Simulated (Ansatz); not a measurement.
## Refining one setting for Mo3S4 (R-3, 14 atoms in the cell)

Space group R-3, hexagonal axes (No. 148); a = b = 9.200 Å, c = 10.880 Å, α = β = 90.00°, γ = 120.00°

| atom | site | symmetry | x | y | z |
|---|---|---|---|---|---|
| Mo | 18f | 1 | 0.0159 | 0.1767 | 0.3896 |
| S | 6c | 3. | 0.0000 | 0.0000 | 0.2171 |
| S | 18f | 1 | 0.0150 | 0.3800 | 0.2482 |
(The calculation used a cell of 14 atoms; values per cell refer to that cell.)

Method of the run: PBEsol, default PAW files made with PBE (plane waves; Ansatz, an electronic-structure program).

The starting cell comes from a database of published, mostly measured structures (it also holds non-ambient and calculated ones), without a prior relaxation at this level. Spin polarisation is off. In the base run, with a pressure of about -3 GPa the cell is away from its equilibrium volume at this level. Ansatz's pressure includes its estimate of the finite-basis (Pulay) stress.

Held fixed: kpoints.mp_grid.grid = 3 3 3; hamiltonian.xc = pbesol; hamiltonian.pseudopotentials = {kind: paw} (the program's default PAW files); scf.occupations.method = cold; scf.occupations.width = 0.1 eV.

ΔF is the free energy per atom less that of the last row (840 eV).

The first pressure column holds Ansatz's estimate of the finite-basis (Pulay) stress, which hides part of the cutoff error; the other is without it.

```tsv
basis.ecutwfc	ΔF (meV/atom)	pressure (GPa)	largest force (eV/Å)	pressure at a fixed set of plane waves (GPa)	plane waves	iterations
170 eV	4650.1	-12.85	2.681	-147.15	1333	9
210 eV	1273.2	-2.20	0.880	-54.80	1827	9
250 eV	…	-2.48	0.516	-18.62	2403	8
295 eV	42.6	-3.29	0.605	-6.48	3029	7
335 eV	…	-3.35	0.621	-3.93	3719	7
380 eV	1.03	-3.36	0.623	-3.41	4463	7
420 eV	0.58	-3.36	0.624	-3.37	5203	7
485 eV	0.27	-3.36	0.624	-3.37	6499	7
545 eV	0.13	-3.37	0.624	-3.37	7663	7
630 eV	0.05	-3.37	0.624	-3.37	9507	7
735 eV	0.02	-3.37	0.624	-3.37	12011	7
840 eV	0.00	-3.37	0.624	-3.37	14729	7
```

Task: What belongs in the gaps?

Result: 
- 250 eV, ΔF (meV/atom): 287.9
- 335 eV, ΔF (meV/atom): 6.3

Keys are those of Ansatz 0.2.
